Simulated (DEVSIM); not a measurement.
System: Schottky contact on n-type Si, at 350 K.

Layer 1 from the left is Si, thickness (μm) 0.700, Nd (cm⁻³) 2e16, τn (s) 2.8e-5, τp (s) 2.8e-5.

Left contact: Schottky, work function 4.91 eV, emission velocity 1e7 cm/s. Right contact: ohmic. Voltage is applied to the left contact. Recombination: SRH at mid-gap, radiative. Mobility is μmin + (μ − μmin)/(1 + (N/Nref)^α).

The device is made up for the run: typed textbook-type constants, with dimensions and the other settings drawn at random. Values at 300 K; Nc and Nv go as T^1.5, mobilities as T to minus their exponent, the gap by Varshni's rule with the affinity fixed.

Si: gap (eV) 1.124, affinity (eV) 4.05, permittivity 11.7, Nc (cm⁻³) 2.86e19, Nv (cm⁻³) 3.1e19, μn (cm²/Vs) 1417, μp (cm²/Vs) 470, μn,min 52, μp,min 45, Nref,n 9.7e16, Nref,p 2.2e17, αn 0.68, αp 0.72, T exponent of μn 2.3, T exponent of μp 2.2, B (cm³/s) 4.7e-15, Varshni α (eV/K) 0.000473, Varshni β (K) 636.

Estimate by hand the built-in potential, the peak field at zero bias, the capacitance at -3 V, and compare with a numerical solution.


- Built-in potential: barrier φB = 0.860 eV; Vbi = φB − kT/q ln(N_band/N) = 0.634 V; numerical 0.634 V.
- Peak field at zero bias: depletion approximation: W = √(2εVbi/(qN)) = 0.202 μm with N = 2.00e16 cm⁻³; field = 2Vbi/W = 62600 V/cm; numerical 61600 V/cm (estimate above by 1.6 %).
- Capacitance at -3 V: C = √(qεN / 2(Vbi + |V|)) = 21.4 nF/cm²; numerical 21.4 nF/cm².

Simulated with DEVSIM: 1D drift-diffusion, Boltzmann statistics, complete ionisation; no tunnelling, impact ionisation, image-force lowering or self-heating. Metal contacts follow the ideal Schottky-Mott rule: no Fermi-level pinning, no interface dipoles.
